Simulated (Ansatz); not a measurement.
The parent structure is SnSe2 in the rutile structure (space group P4_2/mnm, No. 136; a hypothetical phase, not in the database extracts checked).

Space group P4₂/mnm (No. 136); a = b = 6.483 Å, c = 3.971 Å, α = β = γ = 90.00°

```csv
atom,site,symmetry,x,y,z
Sn,2a,m.mm,0.0000,0.0000,0.0000
Se,4f,m.2m,0.3069,0.3069,0.0000
```

Level of theory: r2SCAN/PAW in Ansatz (a quantum-chemistry and plane-wave program), no spin-orbit coupling, earlier PAW set.

For the base:

```
Property                          Value
-------------------  ------------------
Largest site moment             0.00 μB
Magnetic state       not spin-polarised
Volume per atom                27.82 Å³
```

The change: Mn takes the place of Sn on all its sites, then cell and atoms are relaxed.

Predict the new largest site moment, magnetic state and volume per atom.

The largest site moment goes from zero to 3.57 μB; the magnetic state changes from not spin-polarised to ferromagnetic; the volume per atom falls by 6.13 Å³ (27.82 Å³ → 21.69 Å³).

The magnetic state is the one reached from the starting moments; the real material's order can differ, and small cells can't hold many antiferromagnetic ones. Stability against distortions was not tested. As relaxed here, MnSe2 is a hypothetical phase, not in the database extracts checked. Spin-polarised in the final run: MnSe2; the other runs are not.
